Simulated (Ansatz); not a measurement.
# CuI: pressure series

The reference is CuI in the zinc blende structure (space group F-43m, No. 216; a = 5.862 Å).

Cell and atoms are relaxed at each pressure.

Calculations: LDA, PAW, 420 eV (Ansatz, a quantum-chemistry and plane-wave program; without spin-orbit coupling).

Candidates:
(a) pressure 9 GPa
(b) pressure 15 GPa
(c) pressure 22.5 GPa
(d) pressure −2 GPa

Base values:

- Band gap = 1.22 eV

Question: Order them by band gap, lowest first.

Answer: (d) pressure −2 GPa (1.11 eV), (a) pressure 9 GPa (1.61 eV), (b) pressure 15 GPa (1.81 eV), (c) pressure 22.5 GPa (1.85 eV)

Spin-orbit coupling, missing from the scalar runs, can matter with I. Load acts through the strain it causes; cell and atoms are relaxed under it. No phonon test of stability was made. Tetrahedral semiconductors of this kind turn to denser phases somewhere between about 1 and 50 GPa; those were not computed, so compressed cells here can lie past the real transition. All final runs are without spin polarisation.
